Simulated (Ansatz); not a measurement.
Start from BN (space group R3m, No. 160; a cell from a computed database, its experimental status unchecked; layered, stacked along the Cartesian z axis).

```
BN
1.0
    1.24971     0.72152     3.25299
   -1.24971     0.72152     3.25299
    0.00000    -1.44304     3.25299
B N
1 1
Cartesian
  0.00000   0.00000   9.75600
  0.00000   0.00000   3.24718
```

Cartesian axes are those of the cell as printed.

Calculations: r2SCAN+rVV10 in Ansatz (plane waves to 500 eV, PAW, spin-orbit coupling left out), earlier PAW set.

For the base:

- Volume per atom = 8.80 Å³
- Pressure = 0.0 kbar

Modification: tensile biaxial strain of 5.00 % in the plane normal to [001], as in epitaxy on a mismatched substrate; the out-of-plane cell vector and the atoms relax.

### Question
What does the calculation give for the volume per atom after the change?

### Answer
The volume per atom increases by 0.90 Å³ to 9.70 Å³.

### Question
Predict the new pressure.

### Answer
The pressure (mean of the normal stresses, compression positive) goes from zero to -298.5 kbar.

No phonon test of stability was made.

Ansatz is a quantum-chemistry and plane-wave program.
